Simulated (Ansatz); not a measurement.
Take HgTe in the zinc blende structure (space group F-43m, No. 216; a = 6.651 Å) as the base.

(Cell as relaxed with PBE.)

Levels (all Ansatz, a quantum-chemistry and plane-wave program, PAW, earlier PAW set): PBE (420 eV, no SOC); r2SCAN (500 eV, scalar-relativistic without spin-orbit coupling).

Each level relaxes its own structure.

```
base                      PBE    r2SCAN
-------------------  --------  --------
volume per atom      36.77 Å³  35.50 Å³
lattice parameter a   6.651 Å   6.573 Å
band gap                 zero      zero
```

Perturbation: Cd takes the place of Hg on all its sites; the structure is relaxed again.

| quantity | PBE | r2SCAN |
|---|---|---|
| lattice parameter a | 6.619 Å | 6.559 Å |
| hole mass (degenerate bands, along [100]) | 0.053, 0.57, 0.57 mₑ (at Γ) | 0.092, 0.55, 0.55 mₑ (at Γ) |

PBE's lattice parameter a lies 0.060 Å above r2SCAN's (0.9 %). Neither level is exact; r2SCAN is the comparison here, not a measurement.

Spin-orbit coupling, missing from the scalar runs, can matter with Hg and Te. Effective masses come from finite differences of ±0.01 Å⁻¹. Stability against distortions was not tested. All final runs are without spin polarisation. The zero or small gap of HgTe can change with the level of theory.
